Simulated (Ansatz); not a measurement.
Effect of biaxial strain +0.83 %, plane normal [111], relaxed out of plane on AlRu

The reference is AlRu in the CsCl type structure (space group Pm-3m, No. 221; a = 2.983 Å; relaxed with 0.1 eV smearing). Axes: x, y, z lie along the cube axes.

The change: tensile biaxial strain of 0.83 % in the plane normal to [111], as in epitaxy on a mismatched substrate; the out-of-plane cell vector and the atoms relax.

Computed with Kohn–Sham DFT with the r2SCAN functional, run in Ansatz (a first-principles code) with PAW and 500 eV plane waves, no spin-orbit coupling. Γ-centred 19×19×19 mesh, Fermi–Dirac width 0.1 eV.

```tsv
quantity	base	changed	shift
volume per atom	13.27 Å³	13.43 Å³	+0.152 Å³
space group	Pm-3m (No. 221)	R-3m (No. 166)	–
energy relative to the base (free energy F)	0 meV/atom	+2.5 meV/atom	+2.5 meV/atom
pressure (mean of the normal stresses, compression positive)	0.0 GPa	-2.4 GPa	-2.4 GPa
band gap	zero	zero	–
out-of-plane strain	–	-0.51 %	–
ratio −ε⊥/ε∥	–	0.62	–
```

Final structure (turned so that z lies along the plane normal):

```
CELL_PARAMETERS angstrom
      4.25383     0.00000     0.00000
      2.12691     3.68392     0.00000
      2.12691    -1.22797     1.71353
ATOMIC_POSITIONS crystal
  Al 0.00000 0.50000 0.50000
  Ru 0.00000 0.00000 0.00000
```

Cost of the whole job for the changed cell (relaxation, final SCF and bands): roughly 100 core-seconds.

Stability against distortions was not tested. The final runs are not spin-polarised.
